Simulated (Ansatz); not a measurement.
Structures of equal composition on the (0001) surface of 4H silicon carbide (Si plane on top): (√3x√3)R30° Bi adatom at H3; (√3x√3)R30° Bi adatom at T4. The slabs share one bottom face, and each structure is named by its start. These are constructed structures in small cells; real faces may alloy, dewet or reconstruct in larger ones, and not all known structures of the face are among them. Slabs of about 10 Å, Fermi-Dirac smearing of 0.025 eV. Bottom of the slabs: H caps. Relaxed from the named starts with such symmetry as they have, on meshes of like density; energies extrapolated to zero smearing; spin only where a row says so; no spin-orbit coupling, no U. Brackets mark spin-polarised runs, whose order is one that fits the cell. Where a second, spin-polarised start was run, the lower counts.

Method: PBE (plane waves to 420 eV, PAW; Ansatz, a first-principles code).

**Question.** Put the candidates in order of energy per 1x1 cell, lowest first, for PBE.

**Answer.** (√3x√3)R30° Bi adatom at T4 (0.000 eV, gap 1.95 eV on the mesh), (√3x√3)R30° Bi adatom at H3 (0.099 eV, gap 1.75 eV on the mesh)
